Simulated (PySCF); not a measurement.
PySCF 2.14.0, WB97X/def2-svp: COCO[SiH2]F, 13 atoms. The geometry is a generated start, not checked to be a minimum at this level.

- task: energy
- method: wb97x
- basis: def2-svp
- mol.max_memory: 7000 MB
- mf.init_guess: minao (default)
- mf.DIIS: CDIIS (default)
- mf.diis_space: 8 (default)
- mf.conv_tol: 1e-09 (default)
- mf.grids.level: 3 (default)
- basis functions (reference run): 123
- grid points (reference run): 158504

```xyz
13

C      2.2405     0.0076    -0.0855
O      1.3512    -1.0227     0.3221
C      0.0366    -0.5249     0.5733
O     -0.5771    -0.0990    -0.6291
Si    -2.1696     0.3544    -0.5414
F     -2.3341     1.3115     0.7336
H      2.3109     0.7830     0.6835
H      1.9203     0.4459    -1.0354
H      3.2318    -0.4318    -0.2260
H     -0.5244    -1.3570     1.0170
H      0.0922     0.2901     1.3078
H     -3.0179    -0.8461    -0.3520
H     -2.5606     1.0891    -1.7679
```
Charge 0, spin multiplicity 1.

The reference run uses exact four-centre integrals. Single runs; times are not shown.

Measured:

```json
[
 {"setting": "COSX exchange (sgx_fit, pjs) with fitted J, mf.with_df.grids_level_i = 1, mf.with_df.grids_level_f = 4", "energy against the reference": "−0.35 meV/atom"},
 {"setting": "COSX exchange (sgx_fit, pjs) with fitted J, mf.with_df.grids_level_i = 1, mf.with_df.grids_level_f = 3", "energy against the reference": "−0.36 meV/atom"},
 {"setting": "COSX exchange (sgx_fit, pjs) with fitted J, mf.with_df.grids_level_i = 1, mf.with_df.grids_level_f = 2 (default)", "energy against the reference": "−0.35 meV/atom"}
]
```

Task: Estimate the difference from the reference for COSX exchange (sgx_fit, pjs) with fitted J, mf.with_df.grids_level_i = 1, mf.with_df.grids_level_f = 1.

Result: energy against the reference: −0.28 meV/atom. Total energies are compared; such shifts often cancel in part in energy differences. sgx_fit (COSX, pjs=True) fits J as well, so its difference is the sum of the grid's shift in exchange and the fit's in Coulomb.
